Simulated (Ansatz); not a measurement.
We consider TaTe (model structure, Cmcm, No. 63, 4 atoms in the cell), described by PBE (PAW; Ansatz, a first-principles code).

Numerical settings: plane-wave cutoff 520 eV, 16×16×12 k mesh (along the axes of the cell as run), Fermi–Dirac smearing 0.05 eV, scalar-relativistic PAW data made under PBE.

Cell (relaxed at this level):

```yaml
crystal:
  lattice:
    - [1.80793, -5.09176, 0.00000]
    - [1.80793, 5.09176, 0.00000]
    - [0.00000, 0.00000, 4.75318]
  atoms:
    - { symbol: Te, position: [0.63701, 0.36299, 0.25000] }
    - { symbol: Ta, position: [0.92209, 0.07791, 0.25000] }
    - { symbol: Te, position: [0.36299, 0.63701, 0.75000] }
    - { symbol: Ta, position: [0.07791, 0.92209, 0.75000] }
```

**Question.** Give the computed bulk modulus B0.

**Answer.** 
- bulk modulus B0: 105 GPa

The run finds no gap.

Note: the bulk modulus is −V dP/dV from two relaxed cells at ±2 % in volume; the relaxation could raise the start's symmetry but not lower it, so the cell can be a saddle point.

Spin–orbit coupling is not included; it can open a gap where bands touch, and shift volumes and moduli.

Computed values are for the static lattice.

A model structure was made by putting elements into a prototype or built by hand; it is no filed structure, need not be a known phase, and can be a saddle point held by its symmetry.
